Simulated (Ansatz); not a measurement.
The parent structure is HgS in the zinc blende structure (space group F-43m, No. 216).

```
HgS
1.0
    0.00000     2.93793     2.93793
    2.93793     0.00000     2.93793
    2.93793     2.93793     0.00000
Hg S
1 1
Cartesian
  0.00000   0.00000   0.00000
  1.46897   1.46897   1.46897
```

Calculations: Kohn–Sham DFT with the PBEsol functional, run in Ansatz (an electronic-structure program) with PAW and 420 eV plane waves, scalar-relativistic without spin-orbit coupling.

For the base:

| Item | Value |
|---|---|
| Pressure | 0.0 GPa |
| Band gap | zero |

Modification: an isotropic linear strain of +2.00 %; the atoms relax in the strained cell.

Problem. What happens to the pressure?

Solution. The pressure goes from zero to -3.1 GPa.

Problem. How does this affect the energy relative to the base?

Solution. The energy rises by 16 meV/atom.

Problem. What happens to the band gap?

Solution. The band gap stays zero.

A case with no gap was solved on a k-mesh chosen for an insulator, which is coarse for it. Spin-orbit coupling, missing from the scalar runs, can matter with Hg. Stability against distortions was not tested. All final runs are without spin polarisation. The zero or small gap of HgS can change with the level of theory.
